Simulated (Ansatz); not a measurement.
The starting structures come from a database of crystals and need not be the phases stable at ambient conditions.

Inside the gap of an insulator the Bloch states are evanescent, with a wavenumber k + iκ along the transport direction.

```
K4V2O7
1.0
    6.03780     0.00000     0.00000
    1.30822     7.08460     0.00000
   -2.85434    -0.58785     5.28793
K V O
4 2 7
Direct
  0.67666   0.30097   0.32334
  0.32334   0.69903   0.67666
  0.00000   0.50000   0.00000
  0.00000   0.00000   0.00000
  0.63810   0.79742   0.36190
  0.36190   0.20258   0.63810
  0.78681   0.85953   0.21319
  0.21319   0.14047   0.78681
  0.84379   0.66994   0.60263
  0.15621   0.33006   0.39737
  0.60263   0.33006   0.84379
  0.39737   0.66994   0.15621
  0.50000   0.00000   0.50000
```

Space group of this cell: C2/m. The cell is taken as given; by PBEsol its mean pressure is -1.2 GPa.

Transport runs along the normal of the first two printed cell vectors.

The gap is the functional's own. No spin-orbit coupling. Mid-gap values are interpolated on the energy grid.

**Question.** State the band gap and the smallest decay constant κ at mid-gap according to PBEsol run with Ansatz (a quantum-chemistry and plane-wave program).

**Answer.** Gap 3.39 eV on a 6×4×6 mesh; κ = 0.531 1/Å, at the zone centre.
